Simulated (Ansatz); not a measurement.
The starting structures come from a database of crystals and need not be the phases stable at ambient conditions.

By PBEsol, the system below comes out a metal.

Here is the system:

```
CELL_PARAMETERS angstrom
      5.41300     0.00000     0.00000
      0.00000     5.41300     0.00000
      0.00000     0.00000     3.30779
ATOMIC_POSITIONS crystal
  Zr 0.70387 0.70387 0.00000
  Zr 0.29613 0.29613 0.00000
  Zr 0.79613 0.20387 0.50000
  Zr 0.20387 0.79613 0.50000
  N  0.00000 0.00000 0.00000
  N  0.50000 0.50000 0.50000
```

Space group of this cell: P4_2/mnm, anti-rutile. The cell is taken as given; by PBEsol its mean pressure is -4.9 GPa.

The current flows along the normal of the first two printed cell vectors, the (001) plane of the conventional cell. No spin-orbit coupling; the value is a mean over 0.1 eV about the Fermi level.

Question: Estimate the ballistic conductance per area that PBEsol in Ansatz (an electronic-structure program) returns for this system.

Answer: 0.71 × 10¹⁵ S/m² for both spins.
